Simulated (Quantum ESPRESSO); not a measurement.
Quantum ESPRESSO run on LiSnAu (P6_3/mmc, 6 atoms in the cell): self-consistent single point.

Method of the run: LDA (PZ), GBRV 1.5 ultrasoft (LDA) pseudopotentials (plane waves; Quantum ESPRESSO).

```xyz
6
Lattice="4.5857 0.0000 0.0000 -2.2928 3.9713 0.0000 0.0000 0.0000 5.9074" Properties=species:S:1:pos:R:3 pbc="T T T"
Li     0.0000     0.0000     0.0000
Li     0.0000     0.0000     2.9537
Sn     2.2929     1.3238     1.4768
Sn     0.0000     2.6476     4.4305
Au     0.0000     2.6476     1.4768
Au     2.2929     1.3238     4.4305
```

Reference input (self-consistent single point, DFT, LDA (PZ), plane waves, GBRV 1.5 ultrasoft (LDA) pseudopotentials): ecutwfc = 40 Ry; ecutrho = 320 Ry; occupations = smearing; smearing = methfessel-paxton; degauss = 0.019992 Ry; potentials = {Li: li_lda_v1.4.uspp.F.UPF, Sn: sn_lda_v1.4.uspp.F.UPF, Au: au_lda_v1.uspp.F.UPF}; K_POINTS = automatic 10 10 7 0 0 0; conv_thr = 1e-09 Ry. This run's input differs from it in these lines:

```diff
@@ -18,3 +18,3 @@
    smearing = 'methfessel-paxton',
-   degauss = 0.019992,
+   degauss = 0.002205,
 /
@@ -35,3 +35,3 @@
 K_POINTS {automatic}
-10 10 7  0 0 0
+8 8 6  0 0 0
```

Output, abridged:

```
     Self-consistent Calculation

     iteration #  1     ecut=    40.00 Ry     beta= 0.70

     total energy              =    -574.42086364 Ry
     estimated scf accuracy    <       4.14800956 Ry

     iteration #  2     ecut=    40.00 Ry     beta= 0.70

     total energy              =    -575.74908934 Ry
     estimated scf accuracy    <       3.80926744 Ry

     iteration #  3     ecut=    40.00 Ry     beta= 0.70

     total energy              =    -576.38991696 Ry
     estimated scf accuracy    <       0.06091283 Ry

   [... 5 blocks of this kind left out ...]

     iteration #  9     ecut=    40.00 Ry     beta= 0.70

     total energy              =    -576.41797500 Ry
     estimated scf accuracy    <       0.00000006 Ry

     iteration # 10     ecut=    40.00 Ry     beta= 0.70
     End of self-consistent calculation

     the Fermi energy is    11.2126 ev

!    total energy              =    -576.41797502 Ry
     estimated scf accuracy    <          3.1E-10 Ry
     smearing contrib. (-TS)   =      -0.00001769 Ry
     internal energy E=F+TS    =    -576.41795732 Ry

     convergence has been achieved in  10 iterations

     Forces acting on atoms (cartesian axes, Ry/au):

     atom    1 type  1   force =     0.00000000    0.00000000    0.00000000
   [... zero for the other atoms too ...]

     Total force =     0.000000     Total SCF correction =     0.000000

          total   stress  (Ry/bohr**3)                   (kbar)     P=       19.09
   0.00017657   0.00000000   0.00000000           25.98        0.00        0.00
   0.00000000   0.00017657   0.00000000            0.00       25.98        0.00
  -0.00000000  -0.00000000   0.00003614           -0.00       -0.00        5.32

   JOB DONE.
```

The run converged in 10 iterations. Against the reference run the free energy goes up by 1.6 meV/atom and the pressure stays near 1.91 GPa while the zz stress (positive for compression) goes from 0.05 to 0.53 GPa.

The starting cell comes from a database of computed structures (which also holds hypothetical and non-ambient phases and stackings), without a prior relaxation at this level. Its lattice was rescaled by a random factor within 2.5 % of one.

Cost on one core of a shared machine: roughly 2 min.
